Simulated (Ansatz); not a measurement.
Input and output of a self-consistent single point for BP (Pm-3m, 2 atoms in the cell) (Ansatz, a quantum-chemistry and plane-wave program).

Method: LDA (PW92), default PAW files made with PBE (plane waves; Ansatz).

```xyz
2
Lattice="2.5582 0.0000 0.0000 0.0000 2.5582 0.0000 0.0000 0.0000 2.5582" Properties=species:S:1:pos:R:3 pbc="T T T"
B      0.0000     0.0000     0.0000
P      1.2791     1.2791     1.2791
```

Reference input (self-consistent single point, DFT, PBE, plane waves, default PAW files): basis.ecutwfc = 30.9 Ry; kpoints.mp_grid.grid = 10 10 10; hamiltonian.xc = pbe; hamiltonian.pseudopotentials = {kind: paw} (the program's default PAW files); scf.occupations.method = cold; scf.occupations.width = 0.0037 Ry. This run's input differs from it in these lines:

Ansatz 0.2 input:
```diff
@@ -14,3 +14,3 @@
 hamiltonian:
-  xc: pbe
+  xc: lda
   pseudopotentials: { kind: paw }
```

Log, with long lists cut:

```
SCF iter   1: F=—  HF=-872.837696 eV  |F-HF|=—  |Δ(HF+E_count)|=         —  Δρ=7.25e-3  dr2=7.49e-3  ethr=1.77e-3  ⟨swp⟩=5.3  Hψ=8047  notcnv=0  defer=3
all-band conjugate gradients solve this SCF's bands
automatic band count: the SCF goes on with 12 bands, as 8 were too few: the levels above may hold too much charge
preconditioner: auto → none
   [... lines left out ...]
SCF iter   4: F=—  HF=-872.834734 eV  |F-HF|=—  |Δ(HF+E_count)|=   3.75e-5  S|Δr|=    0.00e0  Δρ=1.39e-4  dr2=1.13e-6  ethr=1.49e-6  ⟨swp⟩=2.2  Hψ=742  notcnv=0  defer=140
SCF iter   5: F=—  HF=-872.834735 eV  |F-HF|=—  |Δ(HF+E_count)|=   6.58e-7  S|Δr|=    0.00e0  Δρ=1.54e-5  dr2=5.39e-8  ethr=1.25e-9  ⟨swp⟩=7.6  Hψ=3452  notcnv=0
SCF iter   6: F=-872.834735 eV  HF=-872.834735 eV  |F-HF|=2.57e-10  |Δ(HF+E_count)|=   1.96e-8  S|Δr|=    0.00e0  Δρ=1.23e-6  dr2=3.16e-10  ethr=6.74e-10  ⟨swp⟩=1.9  Hψ=1744  notcnv=0
SCF 1 converged in 6 iterations: F = -872.834735 eV  dr2 = 3.16e-10
Stability not checked (fill_not_monotonic)
Free energy (F): -872.834735 eV
Internal energy: -872.834257 eV  (E = F + TS)
E sigma→0 (E₀):  -872.834575 eV
Entropy (-TS):   -0.000478 eV (-0.239 meV/atom)
Fermi energy:    15.230171 eV
--- Forces (eV/Å), atoms counted from 1 ---
  atom   1  B     -0.00000000    -0.00000000    -0.00000000
  atom   2  P      0.00000000     0.00000000     0.00000000
--- Stress (GPa, compression-positive) ---
       26.133778       0.000000       0.000000
       -0.000000      26.133778       0.000000
        0.000000       0.000000      26.133778
  P = ⅓ Tr σ = 26.1338 GPa (261.338 kbar)
  The stress holds the Pulay correction. Without it, at fixed plane waves, as pw.x and ABINIT print it: P = 25.9745 GPa
```

The run converged in 6 iterations. Against the reference run the pressure goes from 33.33 to 26.13 GPa.

The starting cell was generated: these elements placed on a structure prototype, without a prior relaxation; it need not be a known phase or ordering of this composition. With a pressure of about 26 GPa the cell is away from its equilibrium volume at this level. Ansatz's pressure includes its estimate of the finite-basis (Pulay) stress. The run gives no clean gap (levels at the Fermi energy touch, overlap or are partly filled at this smearing), which alone does not show that the compound is a metal.
